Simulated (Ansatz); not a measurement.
MgSnO3: response to strain

Consider MgSnO3 (space group R-3, No. 148; a cell from a computed database, its experimental status unchecked).

```
MgSnO3
1.0
    2.63934     1.52382     4.70232
   -2.63934     1.52382     4.70232
    0.00000    -3.04765     4.70232
Mg Sn O
2 2 6
Direct
  0.35683   0.35683   0.35683
  0.64317   0.64317   0.64317
  0.14730   0.14730   0.14730
  0.85270   0.85270   0.85270
  0.04785   0.44861   0.75632
  0.95215   0.55139   0.24368
  0.44861   0.75632   0.04785
  0.55139   0.24368   0.95215
  0.75632   0.04785   0.44861
  0.24368   0.95215   0.55139
```

Cartesian axes are those of the cell as printed.

Strains are applied to the cell and any free atomic positions relax; under stress the whole cell relaxes.

All numbers come from PBEsol in Ansatz (plane waves to 420 eV, PAW, no spin-orbit coupling).

Notes on the quantities. energy relative to the base: free energy F.

```tsv
case	shortest interatomic distance	width of the top valence band	band gap	energy relative to the base	smallest direct gap
base	3.853 bohr	0.29 eV	2.74 eV	0 meV/atom	2.94 eV
isotropic strain +2.12 %	3.916 bohr	0.24 eV	2.36 eV	+20 meV/atom	2.55 eV
isotropic strain +5.18 %	4.008 bohr	0.20 eV	1.84 eV	?	?
uniaxial strain ε_zz = −2.23 %	3.837 bohr	?	2.81 eV	+4.1 meV/atom	2.93 eV
uniaxial stress, 2 GPa compression along x	3.840 bohr	–	2.78 eV	+0.7 meV/atom	2.96 eV
```

Task: Some entries are withheld; estimate them.

Result: 
- isotropic strain +5.18 %, energy relative to the base: +109 meV/atom
- isotropic strain +5.18 %, smallest direct gap: 2.02 eV
- uniaxial strain ε_zz = −2.23 %, width of the top valence band: 0.32 eV

Beyond what the load breaks, stability against distortions was not tested.

Ansatz is a program for electronic structure.
